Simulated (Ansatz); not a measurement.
A periodic model of amorphous Cu24Hf24:

```xyz
48
Lattice="9.4370 -0.1315 -0.0507 -0.1315 9.2968 0.1618 -0.0507 0.1618 9.5082" Properties=species:S:1:pos:R:3 pbc="T T T"
Cu     5.2739     6.1523     7.2988
Cu     9.1756     6.4168     5.0522
Cu     8.5182     6.7354     0.1022
Cu     7.1035     3.0295     0.3146
Cu     3.2581     7.8150     0.2311
Cu     0.8732     8.4692     8.3647
Cu     3.3136     2.8608     0.3292
Cu     7.5323     5.0567     8.1500
Cu     7.2790     7.5583     4.2492
Cu     3.1411     7.2415     7.4787
Cu     1.4945     6.0593     3.4238
Cu     6.7967     8.0245     1.5976
Cu     3.5536     5.5534     1.8826
Cu     1.3352     6.2644     0.9399
Cu     5.4261     8.3553     8.4767
Cu     5.5807     6.2972     3.1861
Cu     3.0939     5.3118     8.9925
Cu     0.6870     1.5598     7.5356
Cu     7.3979     2.6877     4.4638
Cu     8.2303     3.0276     7.0478
Cu     3.8485     1.4718     2.5364
Cu     1.6503     0.8095     3.4186
Cu     2.2999     3.6006     7.2512
Cu     1.9130     1.8957     5.4792
Hf     6.3129     0.5489     3.3366
Hf     5.8330     5.8880     0.4182
Hf     7.6116     7.5395     6.9905
Hf     5.0001     3.5721     7.8932
Hf     2.0254     3.5067     2.6310
Hf     5.4934     3.6425     2.5132
Hf     0.7520     5.9563     7.6505
Hf     1.8157     0.7346     0.7610
Hf    -0.0653     8.1633     2.5968
Hf     6.4183     1.1837     6.8396
Hf     0.3775     4.0272     5.1463
Hf     3.5286     8.0529     2.8389
Hf     6.5718     4.8868     5.3812
Hf     8.2940     0.4433     9.1468
Hf     3.3637     0.8282     7.5893
Hf     8.3694     5.0199     2.3469
Hf     4.4043     2.3878     5.0345
Hf     0.3349     3.5554     9.3810
Hf     8.8905     0.5563     5.1544
Hf     3.4398     5.3826     5.1366
Hf     5.3413     0.9370     0.4607
Hf     8.7810     1.8796     2.2530
Hf     4.8221     8.3046     5.6059
Hf     1.7669     8.1919     5.4880
```

The numbers are results of PBE, scalar-relativistic without spin-orbit coupling (plane waves to 420 eV, PAW; Ansatz, an electronic-structure program), not measurements.

It comes from a melt-quench run on a machine-learned potential (CHGNet), relaxed afterwards by DFT. The hot cell started wider than the set density and was brought back towards it in steps. It is the lowest in DFT energy of 3 quenches. It is a model cell: composition and starting density were chosen by hand, and all elements were melted together. No dispersion term was used. Its density started from a set value of 11.58 and ended at 11.57 g/cm³. The quench (nominally 190 K/ps over its main leg) was far faster than any real one, so the model tends to hold more defects than a real film. One small periodic cell is one sample of the glass; other quenches scatter about these values. Volume and shape were free in the relaxation. On a 2×2×2 Γ-centred mesh force components of up to 0.24 eV/Å stay, since the relaxation ran on one k-point at (1/4, 1/4, 1/4).

Bonds are counted up to Cu-Cu 3.22 Å, Cu-Hf 3.54 Å, Hf-Hf 4.10 Å.

Q: Give the coordination numbers, mean bond lengths and angles.

A: 
* **Mean coordination of Cu**: 10.38 (3 with 9, 11 with 10, 8 with 11, 2 with 12)
* **Mean coordination of Hf**: 14.62 (3 with 13, 8 with 14, 9 with 15, 3 with 16, 1 with 17)
* **Mean Hf-Hf bond**: 3.314 Å (spread 0.259 Å, 97 counted)
* **Mean Cu-Hf bond**: 2.886 Å (spread 0.220 Å, 157 counted)
* **Mean Cu-Cu bond**: 2.605 Å (spread 0.182 Å, 46 counted)
* **Bond angle at Cu**: mean 97.6°, spread 32.8°
* **Bond angle at Hf**: mean 95.4°, spread 34.7°
